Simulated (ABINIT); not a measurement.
Worked example: self-consistent single point of Li3Mg (Pm-3m, 4 atoms in the cell) in ABINIT.

Method of the run: PBEsol, norm-conserving pseudopotentials (PseudoDojo nc-sr-04 PBEsol standard) (plane waves; ABINIT).

```yaml
crystal:
  lattice:
    - [4.30430, 0.00000, 0.00000]
    - [0.00000, 4.30430, 0.00000]
    - [0.00000, 0.00000, 4.30430]
  atoms:
    - { symbol: Li, position: [0.50000, 0.50000, 0.00000] }
    - { symbol: Li, position: [0.00000, 0.50000, 0.50000] }
    - { symbol: Li, position: [0.50000, 0.00000, 0.50000] }
    - { symbol: Mg, position: [0.00000, 0.00000, 0.00000] }
```

Reference input (self-consistent single point, DFT, PBEsol, plane waves, norm-conserving pseudopotentials (PseudoDojo nc-sr-04 PBEsol standard)): pseudos = [Li.upf, Mg.upf]; ecut = 42 Ha; occopt = 7; tsmear = 0.00367493 Ha; ngkpt = 10 10 10; nshiftk = 1; shiftk = 0 0 0; potentials = PseudoDojo nc-sr-04 PBEsol standard; nband = 15; kptopt = 1; nstep = 80; tolvrs = 1e-12. This run's input differs from it in these lines:

```diff
@@ -22,3 +22,3 @@
 kptopt 1
-ngkpt 10 10 10
+ngkpt 6 6 6
 nshiftk 1
```

The program printed (abridged):

```
--- !BeginCycle
solver: {iscf: 7, nstep: 80, nline: 4, wfoptalg: 0, }
tolerances: {tolvrs: 1.00E-12, }
...

     iter   Etot(hartree)      deltaE(h)  residm     vres2
 ETOT  1  -80.735420236033    -8.074E+01 1.589E-01 3.288E+01
 ETOT  2  -80.772997066036    -3.758E-02 5.431E-04 2.343E+00
 ETOT  3  -80.773177515332    -1.804E-04 2.004E-04 7.252E-02
 ETOT  4  -80.773186656465    -9.141E-06 4.484E-05 9.732E-03
 ETOT  5  -80.773188594120    -1.938E-06 5.385E-05 1.244E-04
 ETOT  6  -80.773188612511    -1.839E-08 1.982E-05 1.822E-06
 ETOT  7  -80.773188612815    -3.042E-10 2.494E-05 3.936E-08
 ETOT  8  -80.773188612820    -4.476E-12 9.074E-06 1.116E-09
 ETOT  9  -80.773188612816     3.325E-12 1.059E-05 5.480E-12
 ETOT 10  -80.773188612811     5.130E-12 3.802E-06 1.117E-13
 At SCF step   10       vres2   =  1.12E-13 < tolvrs=  1.00E-12 =>converged.

 Cartesian components of stress tensor (hartree/bohr^3)
  sigma(1 1)= -2.05999511E-07  sigma(3 2)=  0.00000000E+00
  sigma(2 2)= -2.05999511E-07  sigma(3 1)=  0.00000000E+00
  sigma(3 3)= -2.05999511E-07  sigma(2 1)=  0.00000000E+00

 ----iterations are completed or convergence reached----

 reduced coordinates (array xred) for    4 atoms
       0.500000000000      0.500000000000      0.000000000000
       0.000000000000      0.500000000000      0.500000000000
       0.500000000000      0.000000000000      0.500000000000
       0.000000000000      0.000000000000      0.000000000000
 cartesian forces (eV/Angstrom) at end:
    1     -0.00000000000000    -0.00000000000000    -0.00000000000000
   [... lines left out ...]
 Fermi (or HOMO) energy (hartree) =   0.05476   Average Vxc (hartree)=  -0.27969
 Fermi (or HOMO) energy (eV) =   1.49014   Average Vxc (eV)=  -7.61089
   [... lines left out ...]
total_energy        : -8.07731886128113E+01
total_energy_eV     : -2.19795024093939E+03
band_energy         : -2.43362477515819E+01
...

-Cartesian components of stress tensor (GPa)         [Pressure=  6.0607E-03 GPa]
- sigma(1 1)= -6.06071384E-03  sigma(3 2)=  0.00000000E+00
- sigma(2 2)= -6.06071384E-03  sigma(3 1)=  0.00000000E+00
- sigma(3 3)= -6.06071384E-03  sigma(2 1)=  0.00000000E+00

 Calculation completed.
```

The run converged in 10 iterations. Against the reference run the free energy falls by 2.5 meV/atom and the pressure moves little (0.07 to 0.01 GPa).

The starting cell comes from a database of computed structures (which also holds hypothetical and non-ambient phases and stackings), without a prior relaxation at this level. Its lattice was rescaled by a random factor within 2.5 % of one.

Cost on one core of a shared machine: roughly 40 s.
